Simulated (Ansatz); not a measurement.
Polymorphs of ZrIr3, PBEsol, DFPT electron-phonon coupling, linearised Boltzmann equation run with Ansatz (an electronic-structure program); geometry: relaxed with this functional, without spin-orbit coupling.
- I4/mmm, primitive cell of 4: a = 4.838 Å, b = 4.838 Å, c = 4.838 Å, α = 131.96°, β = 131.96°, γ = 70.28°
- Pm-3m, primitive cell of 4: a = 3.933 Å, b = 3.933 Å, c = 3.933 Å, α = 90.00°, β = 90.00°, γ = 90.00°

```
Space group  volume per atom (Å³)  resistivity at 300 K  mean free path at 300 K
-----------  --------------------  --------------------  -----------------------
I4/mmm                       15.3                     …                   4.9 nm
Pm-3m                        15.2                     …                  10.2 nm
```

What belongs in the gaps?


- I4/mmm, resistivity at 300 K: 21 μΩ·cm
- Pm-3m, resistivity at 300 K: 10.1 μΩ·cm

Metals; harmonic phonons alone scatter; means over directions. The mean free path is weighted by the current that each state carries. Halving the electron mesh moves these values by up to 10 %; q meshes are mostly untested. Spin-orbit coupling is left out.

Formula and space group known from diffraction (Crystallography Open Database), not checked to be the room-temperature form: ZrIr3 (Pm-3m). Computed structure with no diffraction record at hand here (it may be known, metastable or hypothetical): ZrIr3 (I4/mmm). The missing spin-orbit coupling matters most for ZrIr3 (I4/mmm), ZrIr3 (Pm-3m).
